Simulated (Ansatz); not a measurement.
An Ansatz (an electronic-structure program) input (Ansatz PBEsol-D3(BJ), no spin-orbit coupling):

Ansatz 0.2 input:
```yaml
crystal:
  lattice:
    - [3.5829404238, 0, 0]
    - [-1.7914702119, 3.0721954725, 0]
    - [0, 0, 5.5768485881]
  atoms:
    - { symbol: Hf, position: [0, 0, 0] }
    - { symbol: S, position: [0.6666666667, 0.3333333333, 0.2618952611] }
    - { symbol: S, position: [0.3333333333, 0.6666666667, 0.7381047389] }
basis: { ecutwfc: 420, ecutrho_ratio: 4, xc_grid: 2, fft_grid_basis: typed }
kpoints: { mp_grid: { grid: [11, 11, 6] } }
hamiltonian:
  xc: pbesol
  dispersion: d3bj
  pseudopotentials: { kind: paw }
scf: { occupations: { method: fermi_dirac, width: 0.05 }, convergence: { dr2_threshold: 0.0000000003 } }
relax: { f_tol: 0.005, max_steps: 50 }
output: { forces: true, stress: true }
checkpoint: { write: state.ck, write_every: 1000 }
```

**Question.** Which symmetry and how many k-points will the program report, and about how many plane waves at Γ?

**Answer.** Space group C2/m (ITA 12) with 4 operations, k-points 204 of 726, and 1169 plane waves at Γ.

**Question.** And the final pressure?

**Answer.** -0.61 GPa (compression positive).

The cells carry an imposed strain or load. No phonon test of stability was made. The cell was made from HfS2 in the CdI2 type structure (space group P-3m1, No. 164; layered, stacked along the Cartesian z axis) by this change: uniaxial strain ε_xx = +1.00 %.
